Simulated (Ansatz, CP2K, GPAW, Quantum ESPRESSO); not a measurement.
**One structure in several programs: TaAs (I4_1md, 4 atoms in the cell)**

Self-consistent single point, at a second geometry (lattice scaled by 0.98). First geometry:

```
CELL_PARAMETERS angstrom
     -1.74764     1.74764     5.95596
      1.74764    -1.74764     5.95596
      1.74764     1.74764    -5.95596
ATOMIC_POSITIONS crystal
  Ta 0.49997 0.99997 0.50000
  Ta 0.74997 0.74997 0.00000
  As 0.08263 0.58263 0.50000
  As 0.33263 0.33263 0.00000
```

Shared settings, as Ansatz (a quantum-chemistry and plane-wave program) writes them: kpoints.mp_grid.grid = 8 8 8; scf.occupations.method = gaussian; scf.occupations.width = 0.01 Ry. Potentials and cutoffs stand in the table.

```tsv
code	model	ΔF from the first geometry (meV/atom)	pressure (GPa)	largest force (eV/Å)	cutoff
CP2K	PBE, GPW, DZVP-MOLOPT-SR-GTH basis, GTH-PBE potentials (GTH_POTENTIALS)	-1.0	5.48	0.026	grid 500 Ry
Ansatz	PBE, PAW files	-2.1	5.27	0.034	default
GPAW	PBE, GPAW PAW datasets PBE (gpaw-data 1.0.1)	1.3	5.88	0.034	600 eV
Quantum ESPRESSO	PBE, SSSP 1.1.2 efficiency (PBE) pseudopotentials	1.3	4.88	0.029	40 Ry
```

For Quantum ESPRESSO (by 1.0 GPa) the energy change implies a higher mean pressure, against the two pressures, than for the other programs: a sign of finite-basis (Pulay) stress.

On Ansatz's run: spin-orbit coupling is off. Spin polarisation is off.

The spread over the programs that give each value: ΔF from the first geometry within 3.4 meV/atom; pressure within 1.00 GPa; largest force within 0.008 eV/Å.

CP2K uses small atom-centred bases, whose incompleteness enters pressures, forces and empty levels differently from a plane-wave cutoff. Ansatz's pressure is given at a fixed set of plane waves, as the other plane-wave codes print theirs; with its correction for the finite basis it is 5.30 GPa.

The starting cell comes from a database of computed structures (which also holds hypothetical and non-ambient phases and stackings), without a prior relaxation at this level. Its lattice was rescaled by a random factor within 2.5 % of one. For this run, on top of that: lattice scaled by 0.98.

Left out of this page: SIESTA (unsound by tests on forces, stress, charge or solver warnings).

Keys are those of Ansatz 0.2.
